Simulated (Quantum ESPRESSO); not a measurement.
Input and output of a self-consistent single point for Ni₃Fe (Pm-3m, 4 atoms in the cell) (Quantum ESPRESSO).

Method: LDA (PZ), PSlibrary PAW (LDA) pseudopotentials (plane waves; Quantum ESPRESSO).

```yaml
crystal:
  lattice:
    - [3.55000, 0.00000, 0.00000]
    - [0.00000, 3.55000, 0.00000]
    - [0.00000, 0.00000, 3.55000]
  atoms:
    - { symbol: Fe, position: [0.00000, 0.00000, 0.00000], spin: 3.0 }
    - { symbol: Ni, position: [0.00000, 0.50000, 0.50000], spin: 0.5 }
    - { symbol: Ni, position: [0.50000, 0.00000, 0.50000], spin: 0.5 }
    - { symbol: Ni, position: [0.50000, 0.50000, 0.00000], spin: 0.5 }
```
(The spins are starting values, not results.)

Reference input (self-consistent single point, DFT, PBE, plane waves, PSlibrary PAW (PBE) pseudopotentials): ecutwfc = 55 Ry; ecutrho = 330 Ry; occupations = smearing; smearing = fermi-dirac; degauss = 0.0073499 Ry; nspin = 2; potentials = {Fe: Fe.pbe-n-kjpaw_psl.1.0.0.UPF, Ni: Ni.pbe-n-kjpaw_psl.1.0.0.UPF}; K_POINTS = automatic 8 8 8 0 0 0; conv_thr = 1e-10 Ry; mixing_beta = 0.3. This run's input differs from it in these lines:

```diff
@@ -27,4 +27,4 @@
 ATOMIC_SPECIES
-Fe    55.8450  Fe.pbe-n-kjpaw_psl.1.0.0.UPF
-Ni    58.6934  Ni.pbe-n-kjpaw_psl.1.0.0.UPF
+Fe    55.8450  Fe.pz-n-kjpaw_psl.1.0.0.UPF
+Ni    58.6934  Ni.pz-n-kjpaw_psl.1.0.0.UPF
 ATOMIC_POSITIONS {bohr}
```

Output (repeated stretches shortened):

```
     Self-consistent Calculation

     iteration #  1     ecut=    55.00 Ry     beta= 0.30

     total energy              =    -678.31446321 Ry
     estimated scf accuracy    <       3.05669124 Ry

     total magnetization       =     4.05 Bohr mag/cell
     absolute magnetization    =     4.06 Bohr mag/cell

     iteration #  2     ecut=    55.00 Ry     beta= 0.30

     total energy              =    -679.15096451 Ry
     estimated scf accuracy    <      19.97855751 Ry

     total magnetization       =     1.81 Bohr mag/cell
     absolute magnetization    =     1.82 Bohr mag/cell

     iteration #  3     ecut=    55.00 Ry     beta= 0.30

   [... lines left out ...]

     iteration # 26     ecut=    55.00 Ry     beta= 0.30

     total energy              =    -679.69192482 Ry
     estimated scf accuracy    <          4.6E-10 Ry

     total magnetization       =     4.63 Bohr mag/cell
     absolute magnetization    =     4.95 Bohr mag/cell

     iteration # 27     ecut=    55.00 Ry     beta= 0.30

     Magnetic moment per site  (integrated on atomic sphere of radius R)
     atom   1 (R=0.292)  charge=  6.4649  magn=  2.7721
     atom   2 (R=0.292)  charge=  8.7754  magn=  0.6462
     atom   3 (R=0.292)  charge=  8.7754  magn=  0.6462
     atom   4 (R=0.292)  charge=  8.7754  magn=  0.6462
     End of self-consistent calculation

     the Fermi energy is    13.0143 ev

!    total energy              =    -679.69192482 Ry
     estimated scf accuracy    <          5.0E-11 Ry
     smearing contrib. (-TS)   =      -0.00888759 Ry
     internal energy E=F+TS    =    -679.68303723 Ry

     total magnetization       =     4.63 Bohr mag/cell
     absolute magnetization    =     4.95 Bohr mag/cell

     convergence has been achieved in  27 iterations

     Forces acting on atoms (cartesian axes, Ry/au):

     atom    1 type  1   force =     0.00000000    0.00000000    0.00000000
   [... zero for the other atoms too ...]

     Total force =     0.000000     Total SCF correction =     0.000000

          total   stress  (Ry/bohr**3)                   (kbar)     P=     -176.83
  -0.00120207   0.00000000   0.00000000         -176.83        0.00        0.00
   0.00000000  -0.00120207   0.00000000            0.00     -176.83        0.00
   0.00000000   0.00000000  -0.00120207            0.00        0.00     -176.83

   JOB DONE.
```

The run converged in 27 iterations. Against the reference run the pressure goes from -0.48 to -17.68 GPa and the size of the net moment goes from 1.21 to 1.16 μB/atom.

The starting cell has typed, rounded lattice constants, without a prior relaxation at this level. The magnetic order is the one reached from the typed start; others were not searched systematically. With a pressure of about -18 GPa the cell is away from its equilibrium volume at this level.

Cost on one core of a shared machine: roughly 2 min.
